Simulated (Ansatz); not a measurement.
## A computed series for GaMo4S8: response to strain

The reference is GaMo₄S₈ (space group F-43m, No. 216; a = 9.665 Å). Axes: x, y, z lie along the cube axes.

Strains are applied to the cell and any free atomic positions relax; under biaxial strain the out-of-plane vector relaxes too.

Level of theory: PBEsol (Ansatz, a program for electronic structure; PAW; 420 eV plane waves; no spin-orbit coupling).

Notes on the quantities. pressure: mean of the normal stresses, compression positive; energy relative to the base: free energy F.

```csv
case,space group,pressure,energy relative to the base,shortest interatomic distance
base,F-43m (No. 216),0.0 GPa,0 meV/atom,228.2 pm
"biaxial strain −0.76 %, plane normal [001], relaxed out of plane",I-4m2 (No. 119),0.9 GPa,+1.1 meV/atom,227.5 pm
uniaxial strain ε_zz = +0.48 %,I-4m2 (No. 119),-0.5 GPa,+0.2 meV/atom,228.6 pm
tensor shear ε_yz = +2.32 %,Imm2 (No. 44),0.1 GPa,+4.8 meV/atom,227.5 pm
```

Without a gap, meshes like the base's 7×7×7 leave anisotropic stresses uncertain by several tenths of a GPa, and small strain energies with them. No phonon test of stability was made. The base started in R3m and relaxed to F-43m at this level. All final runs are without spin polarisation. An odd electron count without spin: GaMo4S8.
